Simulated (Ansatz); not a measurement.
Consider ZnGeP₂ in the chalcopyrite structure (space group I-42d, No. 122; a = 5.424 Å, c = 10.709 Å).

Level of theory: plane-wave PAW DFT at the PBEsol level (Ansatz, a first-principles code, 420 eV), spin-orbit coupling left out.

Carriers are added at fixed cell with a uniform background; the Fermi–Dirac width is that of 300 K.

One change was made to it. Results:

The gap character changes from indirect, Γ → M–S (33 % along) to indirect, Γ → X; the gap between the host's bands grows by 0.176 eV (1.07 eV → 1.24 eV); the Fermi level relative to the doped band's edge (positive inside the band; to 0.05 eV) amounts to +0.90 eV.

Which of these changes matches the shifts?
A) electrons 1.0×10^22 cm⁻³
B) electrons 3.0×10^21 cm⁻³
C) holes 1.0×10^22 cm⁻³
D) holes 3.0×10^21 cm⁻³

C, holes 1.0×10^22 cm⁻³. For comparison, the gap between the host's bands in the other runs: electrons 3.0×10^21 cm⁻³ gives 1.00 eV; holes 3.0×10^21 cm⁻³ gives 1.12 eV; electrons 1.0×10^22 cm⁻³ gives 0.84 eV.

Charged cell with a jellium background: band edges are those of the host's band count, energies are not comparable with the neutral cell, and many-body gap narrowing is missing. No phonon test of stability was made.
